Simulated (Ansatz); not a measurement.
Consider CdSe in the wurtzite structure (space group P6_3mc, No. 186; a = 4.248 Å, c = 6.941 Å). Axes: x lies along a and z along c of the hexagonal cell.

All numbers come from plane-wave PAW DFT at the LDA level (Ansatz, a program for electronic structure, 420 eV), no spin-orbit coupling.

For the base:

- Valence-band top at Γ: 0.00, 0.00, -0.07 eV
- Band gap: 0.46 eV

The change: the cell is compressed by 1.20 % along z with no lateral relaxation; the atoms relax in the strained cell.

Question: What does the calculation give for the valence-band top at Γ after the change?

Answer: The valence-band top at Γ (three highest levels, from the VBM) changes from 0.00, 0.00, -0.07 eV to 0.00, 0.00, -0.02 eV.

Question: What does the calculation give for the stress after the change?

Answer: The stress (xx, yy, zz, yz, xz, xy; compression positive) comes out as (0.53, 0.53, 1.11, 0.00, 0.00, 0.00) GPa.

Question: What happens to the band gap?

Answer: The band gap increases by 0.05 eV (0.46 eV → 0.51 eV).

Stability against distortions was not tested.
